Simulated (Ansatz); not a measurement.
We consider cubic perovskite CsPbCl3 (cubic high-temperature phase), described by LDA (Ansatz, a program for electronic structure, plane waves, PAW).

Run with plane-wave cutoff 520 eV, 4×4×4 k mesh, scalar-relativistic PAW data made under PBE.

Computed at the level's own relaxed cell.

Hill averages of the elastic tensor: K = 29.6 GPa, G = 10.6 GPa. Volume 33.787 Å³/atom, mean atomic mass 89.293 u.

Q: Work out the density, the sound velocities of a polycrystal and the elastic Debye temperature at this level.

A: ρ = 1.66054 × 89.293/33.787 = 4.389 g/cm³. v_l = √[(K + 4G/3)/ρ] = 3.157 km/s and v_t = √(G/ρ) = 1.554 km/s. The mean follows from 3/v_m³ = 1/v_l³ + 2/v_t³: v_m = 1.745 km/s. Θ_D = (ħ/k_B) v_m (6π²/V)^(1/3) = 76.38 K Å s/km × 1.745 × 1.2057 Å⁻¹ = 161 K, counting all atoms of the cell.

Note: the relaxation could not lower the start's symmetry, so the cell can be a saddle point above a distorted one.
